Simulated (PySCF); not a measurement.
PySCF 2.14.0, unrestricted WB97X/def2-svp, df: 1,5-cyclooctadiene cation (C1=CCCC=CCC1), charge +1, multiplicity 2, 20 atoms. The geometry is a generated start, not checked to be a minimum at this level.

```
Property                       Value
-------------------  ---------------
task                          energy
method                         wb97x
basis                       def2-svp
two-electron scheme  density fitting
mol.max_memory               3000 MB
mf.max_cycle                     100
mf.diis_space            8 (default)
mf.conv_tol          1e-09 (default)
mf.grids.level           3 (default)
basis functions                  172
grid points                   230640
```

```xyz
20

C     -0.6649    -1.7112    -0.1131
C      0.6595    -1.7152    -0.1094
C      1.5343    -0.5703    -0.5246
C      1.5346     0.5638     0.5290
C      0.6649     1.7121     0.1121
C     -0.6595     1.7144     0.1099
C     -1.5344     0.5699     0.5240
C     -1.5345    -0.5645    -0.5307
H     -1.1846    -2.5916     0.2422
H      1.1781    -2.5956     0.2472
H      1.1929    -0.1623    -1.4795
H      2.5532    -0.9347    -0.6640
H      2.5540     0.9261     0.6719
H      1.1881     0.1573     1.4829
H      1.1872     2.5917    -0.2398
H     -1.1779     2.5959    -0.2435
H     -1.1939     0.1611     1.4789
H     -2.5535     0.9348     0.6630
H     -1.1890    -0.1565    -1.4834
H     -2.5545    -0.9253    -0.6730
```

Charge 1 and multiplicity 2 are set for this test and not shown to be the ground state.

With the defaults (mf.diis = true, newton = off, mf.DIIS = CDIIS, mf.level_shift = 0, mf.init_guess = minao, mf.diis_damp = 0, mf.damp = 0, mf.diis_start_cycle = 1) it converges in 20 Fock builds. One run each on 2 threads, 1 BLAS thread, with these changes:
- mf.DIIS = ADIIS
- mf.damp = 0.3, mf.diis_start_cycle = 4
- mf.level_shift = 0.1 Hartree
- newton = Hessian by the SCF's own integrals
- mf.diis = false
- mf.level_shift = 0.3 Hartree
- mf.diis = false, mf.damp = 0.7, mf.diis_start_cycle = 999
- mf.init_guess = sap
- mf.diis_damp = 0.3

Problem. Which runs fail or end elsewhere than the default run?

Solution. No convergence: mf.diis = false (the run ends without SCF convergence in 100 cycles). The rest reach the solution of the defaults.

| setting | Fock builds | end |
|---|---|---|
| mf.DIIS = ADIIS | 18 | same solution |
| mf.level_shift = 0.1 Hartree | 19 | same solution |
| mf.level_shift = 0.3 Hartree | 19 | same solution |
| the defaults | 20 | same solution |
| mf.init_guess = sap | 20 | same solution |
| mf.damp = 0.3, mf.diis_start_cycle = 4 | 20 | same solution |
| mf.diis_damp = 0.3 | 21 | same solution |
| newton = Hessian by the SCF's own integrals | 27 | same solution |
| mf.diis = false, mf.damp = 0.7, mf.diis_start_cycle = 999 | 42 | same solution |
| mf.diis = false | 101 | no convergence |

Under newton the count holds the products with the orbital Hessian.
